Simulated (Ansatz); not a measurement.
Start from HgSe in the zinc blende structure (space group F-43m, No. 216; a = 6.133 Å).

Level of theory: Ansatz (a first-principles code), PBEsol, PAW, cutoff 420 eV, without spin-orbit coupling.

Base values:

```
Quantity   Result
--------  -------
Pressure  0.0 GPa
```

Now apply this change: an isotropic linear strain of +1.50 %, atoms relaxed at fixed cell.

**Question.** Estimate the effect on the energy relative to the base and pressure.

**Answer.** The energy grows by 8.8 meV/atom; the pressure goes from zero to -2.1 GPa.

A case with no gap was solved on a k-mesh chosen for an insulator, which is coarse for it. No phonon test of stability was made. The final runs are not spin-polarised.
